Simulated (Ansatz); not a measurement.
The starting structures come from a database of crystals and need not be the phases stable at ambient conditions.

Tunnelling through a barrier is set by its complex band structure: the current falls as exp(−2κd) with the smallest κ.

Consider the following.

```yaml
crystal:
  lattice:
    - [5.83927, 0.00000, 0.00000]
    - [2.91963, 6.66757, 0.00000]
    - [0.00000, 2.55693, 5.24968]
  atoms:
    - { symbol: Cd, position: [0.50000, 0.00000, 0.50000] }
    - { symbol: In, position: [0.75000, 0.50000, 0.25000] }
    - { symbol: In, position: [0.25000, 0.50000, 0.75000] }
    - { symbol: Se, position: [0.89141, 0.76516, 0.34343] }
    - { symbol: Se, position: [0.10859, 0.23484, 0.10859] }
    - { symbol: Se, position: [0.34343, 0.76516, 0.89141] }
    - { symbol: Se, position: [0.65657, 0.23484, 0.65657] }
```

Space group of this cell: I-42m. The cell is taken as given; by PBEsol its mean pressure is -1.0 GPa.

Transport runs along the normal of the first two printed cell vectors, the (101) plane of the conventional cell.

The gap is the functional's own. No spin-orbit coupling. Mid-gap values are interpolated on the energy grid.

Give the band gap and the smallest decay constant κ at mid-gap that PBEsol run with Ansatz (a first-principles code) yields.

Gap 0.72 eV on a 6×6×6 mesh; κ = 0.068 1/Å, at the zone centre.
